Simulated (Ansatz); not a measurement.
Cubic perovskite CsCdCl3 was calculated with HSE06+SOC (Ansatz, a program for electronic structure, PAW).

Numerical settings: plane-wave cutoff 460 eV, 4×4×4 k mesh, Fermi–Dirac smearing 0.01 eV, PAW data made under PBE.

Cell (measured lattice):

```yaml
crystal:
  lattice:
    - [5.21000, 0.00000, 0.00000]
    - [0.00000, 5.21000, 0.00000]
    - [0.00000, 0.00000, 5.21000]
  atoms:
    - { symbol: Cs, position: [0.00000, 0.00000, 0.00000] }
    - { symbol: Cd, position: [0.50000, 0.50000, 0.50000] }
    - { symbol: Cl, position: [0.50000, 0.00000, 0.50000] }
    - { symbol: Cl, position: [0.00000, 0.50000, 0.50000] }
    - { symbol: Cl, position: [0.50000, 0.50000, 0.00000] }
```

### Question
Give the computed band gap and smallest direct gap on the k points sampled.

### Answer

- band gap = 3.18 eV (on the SCF k mesh) (indirect)
- smallest direct gap on the k points sampled = 3.78 eV

Note: cell and atoms aren't relaxed at this level (pressure 1.5 GPa).

It cost very roughly 10 core-minutes of CPU time.
